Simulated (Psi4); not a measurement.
Psi4 1.11, B3LYP/def2-svp: In(H)(Br)(NH2) ([NH2][InH][Br]), 6 atoms. The geometry is a generated start, not checked to be a minimum at this level.

```yaml
task: energy
method: b3lyp
basis: def2-svp
memory: 3 GB
maxiter: 100
keys_of_the_molecule_block: symmetry c1
scf_type: df (default)
diis_max_vecs: 10 (default)
e_convergence: 1e-06 (default)
d_convergence: 1e-06 (default)
dft_radial_points: 75 (default)
dft_spherical_points: 302 (default)
effective_core_potentials: those of the basis set, past Kr
basis_functions: 87
grid_points: 129953
```

```xyz
6

In     0.1338    -0.6798     0.4285
H     -0.8862    -2.0099     0.8330
Br     2.4526    -0.7977     1.2295
N     -0.2254     1.0515    -0.6299
H     -1.0189     1.5704    -0.2572
H     -0.4559     0.8653    -1.6038
```

With the defaults (diis = true, scf_initial_accelerator = adiis, damping_percentage = 0, guess = auto, which took SAD, level_shift = 0, level_shift_cutoff = 0.01, soscf = false, soscf_start_convergence = 0.01) it converges in 10 SCF iterations. One run each on 2 threads, with these changes:
- soscf = true
- diis = false, scf_initial_accelerator = none, damping_percentage = 60
- damping_percentage = 60
- scf_initial_accelerator = ediis
- soscf = true, soscf_start_convergence = 0.1
- guess = core
- guess = huckel
- guess = gwh
- level_shift = 0.5, level_shift_cutoff = 0.001

Which runs fail or end elsewhere than the default run?

No convergence: diis = false, scf_initial_accelerator = none, damping_percentage = 60 (the run ends without SCF convergence in 100 iterations). The rest reach the solution of the defaults.

| setting | SCF iterations | JK calls | end |
|---|---|---|---|
| soscf = true | 7 | 23 | same solution |
| soscf = true, soscf_start_convergence = 0.1 | 8 | 34 | same solution |
| level_shift = 0.5, level_shift_cutoff = 0.001 | 9 | 10 | same solution |
| the defaults | 10 | 11 | same solution |
| guess = huckel | 10 | 34 | same solution |
| scf_initial_accelerator = ediis | 10 | 11 | same solution |
| guess = gwh | 15 | 15 | same solution |
| guess = core | 15 | 15 | same solution |
| damping_percentage = 60 | 64 | 65 | same solution |
| diis = false, scf_initial_accelerator = none, damping_percentage = 60 | 100 | 101 | no convergence |

An SOSCF iteration holds several JK calls; a Hückel guess adds calls on atoms.
